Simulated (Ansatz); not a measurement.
**PdBi (P6₃/mmc, No. 194, 4 atoms in the cell; start mp-1008488)**

Method: LDA in Ansatz (plane waves, PAW).

Numerical settings: plane-wave cutoff 520 eV, 18×18×10 k mesh (along the axes of the cell as run), Fermi–Dirac smearing 0.05 eV, scalar-relativistic PAW data made under PBE.

Cell (relaxed at this level):

```
CELL_PARAMETERS angstrom
      4.22311     0.00000     0.00000
     -2.11155     3.65732     0.00000
      0.00000     0.00000     5.57379
ATOMIC_POSITIONS crystal
  Bi 0.33333 0.66667 0.25000
  Bi 0.66667 0.33333 0.75000
  Pd 0.00000 0.00000 0.50000
  Pd 0.00000 0.00000 0.00000
```

* **band gap**: zero (no gap)
* **bulk modulus**: 116 GPa

Note: the relaxation could not lower the start's symmetry, so the cell can be a saddle point above a distorted one; the bulk modulus is −V dP/dV from two relaxed cells at ±2 % in volume.

Spin–orbit coupling is not included; it can shift volumes and moduli of such heavy elements.

The computed numbers hold no vibrational or temperature effects.

Computing time: about 7 core-minutes (a rough figure).

A start named mp-… is a Materials Project structure, which need not be a measured phase.

Ansatz is a quantum-chemistry and plane-wave program.
